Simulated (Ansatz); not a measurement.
**Pressure series in Ga2O3**

Base system: Ga$_{2}$O$_{3}$ in the corundum structure (space group R-3c, No. 167; a = 5.058 Å, c = 13.623 Å (hexagonal axes)).

Cell and atoms are relaxed at each pressure.

Method: PBE (Ansatz, a quantum-chemistry and plane-wave program), without spin-orbit coupling.

```tsv
variant	band gap	electron mass	density	smallest direct gap
base	2.40 eV	0.21 mₑ (at Γ)	6.19 g/cm³	2.63 eV
pressure −2 GPa	2.30 eV	0.20 mₑ (at Γ)	6.12 g/cm³	2.52 eV
pressure −1 GPa	2.35 eV	0.21 mₑ (at Γ)	6.16 g/cm³	2.58 eV
pressure 0.9 GPa	2.45 eV	0.21 mₑ (at Γ)	6.22 g/cm³	[?]
pressure 2.1 GPa	2.51 eV	0.21 mₑ (at Γ)	6.25 g/cm³	2.74 eV
pressure 4.5 GPa	2.63 eV	0.22 mₑ (at Γ)	[?]	2.87 eV
pressure 9 GPa	2.83 eV	0.23 mₑ (at Γ)	6.45 g/cm³	3.09 eV
pressure 15 GPa	3.08 eV	0.24 mₑ (at Γ)	6.61 g/cm³	3.36 eV
pressure 22.5 GPa	3.37 eV	0.26 mₑ (at Γ)	6.79 g/cm³	3.66 eV
pressure 30 GPa	[?]	–	6.95 g/cm³	3.92 eV
```

**Question.** Some entries are withheld; estimate them.

**Answer.** 
- pressure 0.9 GPa, smallest direct gap: 2.68 eV
- pressure 4.5 GPa, density: 6.32 g/cm³
- pressure 30 GPa, band gap: 3.63 eV

Load acts through the strain it causes; cell and atoms are relaxed under it. Effective masses come from finite differences of ±0.01 Å⁻¹. Stability against distortions was not tested. Competing high-pressure phases were not computed.
